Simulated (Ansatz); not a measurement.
**A computed series for Sc: pressure series**

The reference is Sc in the hcp (Mg type) structure (space group P6_3/mmc, No. 194; a = 3.3194 Å, c = 5.1664 Å).

Cell and atoms are relaxed at each pressure.

The values are results of PBE (Ansatz, a first-principles code; PAW; 420 eV plane waves; no SOC), not measurements.

```csv
P (GPa),V (Å³/atom)
-2.00,25.641
-1.01,25.124
0.89,24.255
2.10,23.766
4.50,22.902
9.00,21.570
15.00,20.182
22.50,18.826
30.00,17.719
```

A third-order Birch–Murnaghan fit to these points gives V₀ = 24.65 Å³/atom, B₀ = 55 GPa and B₀′ = 3.2. At pressure 30 GPa the volume is 71.9 % of V₀.

Load acts through the strain it causes; cell and atoms are relaxed under it. Whether these cells are dynamically stable was not tested. Competing high-pressure phases were not computed. All final runs are without spin polarisation.
